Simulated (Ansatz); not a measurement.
# GaP: response to strain

The parent structure is GaP in the zinc blende structure (space group F-43m, No. 216; a = 5.439 Å). Axes: x, y, z lie along the cube axes.

Strains are applied to the cell and any free atomic positions relax; under biaxial strain the out-of-plane vector relaxes too.

Method: PBEsol in Ansatz (plane waves to 420 eV, PAW, no spin-orbit coupling).

```csv
"biaxial strain, plane normal [111], relaxed out of plane (%)",out-of-plane strain (%)
0,0.00
0.42,-0.19
0.83,-0.38
1.25,-0.56
1.67,-0.74
2.08,?
2.5,-1.09
```

Problem. Fit ε⊥ = −νε + γε² (strains in %) to the rows shown and predict the withheld row.

Solution. Least squares on the printed values gives ν = 0.46 (the biaxial Poisson response) and γ = 0.010 (largest residual 0.00 %); this predicts -0.92 %, and the run gives -0.92 %, in agreement.

Whether these cells are dynamically stable was not tested.

Ansatz is an electronic-structure program.
